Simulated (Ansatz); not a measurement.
## Response to strain in hypothetical I4_132 Si

Take Si (space group I4_132, No. 214; a = 6.397 Å; a hypothetical phase, not in the database extracts checked; relaxed with 0.1 eV smearing) as the base. Axes: x, y, z lie along the cube axes.

Strains are applied to the cell and any free atomic positions relax.

Levels (all Ansatz, a program for electronic structure, PAW): PBEsol (420 eV, no spin-orbit coupling); r2SCAN (500 eV, no spin-orbit coupling).

Pressures by level, all at the geometries relaxed with PBEsol:

| case | PBEsol | r2SCAN |
|---|---|---|
| base | 0.0 GPa | -0.1 GPa |
| isotropic strain −4.91 % | 9.8 GPa | 10.2 GPa |
| isotropic strain +1.50 % | -1.8 GPa | -2.1 GPa |
| uniaxial strain ε_yy = −1.28 % | 0.6 GPa | 0.5 GPa |
| uniaxial strain ε_zz = +1.28 % | -0.6 GPa | -0.7 GPa |

Single points use the geometry relaxed with PBEsol. Their cutoffs differ, which shifts pressures a little. Stability against distortions was not tested.
